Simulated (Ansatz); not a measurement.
CuCl: pressure 0.7 GPa

Start from CuCl in the zinc blende structure (space group F-43m, No. 216; a = 5.424 Å).

One thing is altered: cell and atoms relaxed at a pressure of 0.7 GPa.

Method: PBE/PAW in Ansatz (a first-principles code), without spin-orbit coupling. k-mesh 11×11×11 (Γ-centred); smearing 0.05 eV (Fermi–Dirac).

| quantity | base | changed | shift |
|---|---|---|---|
| volume per atom | 19.95 Å³ | 19.67 Å³ | -0.28 Å³ |
| density | 4.12 g/cm³ | 4.18 g/cm³ | +0.06 g/cm³ |
| lattice parameter a | 5.424 Å | 5.399 Å | -0.025 Å |
| shortest interatomic distance | 2.349 Å | 2.338 Å | -0.011 Å |
| enthalpy H = E + PV relative to the base's energy | – | +0.09 eV/atom | – |
| band gap | 0.53 eV | 0.55 eV | +0.025 eV |
| gap character | direct at Γ | direct at Γ | – |
| electron mass | 0.22 mₑ (at Γ) | 0.22 mₑ (at Γ) | – |
| hole mass (degenerate bands, along [100]) | 0.39, 1.6, 1.6 mₑ (at Γ) | 0.40, 1.5, 1.5 mₑ (at Γ) | – |

Load acts through the strain it causes; cell and atoms are relaxed under it. Effective masses come from finite differences of ±0.01 Å⁻¹. Stability against distortions was not tested. No Hubbard U is applied. The final runs are not spin-polarised.
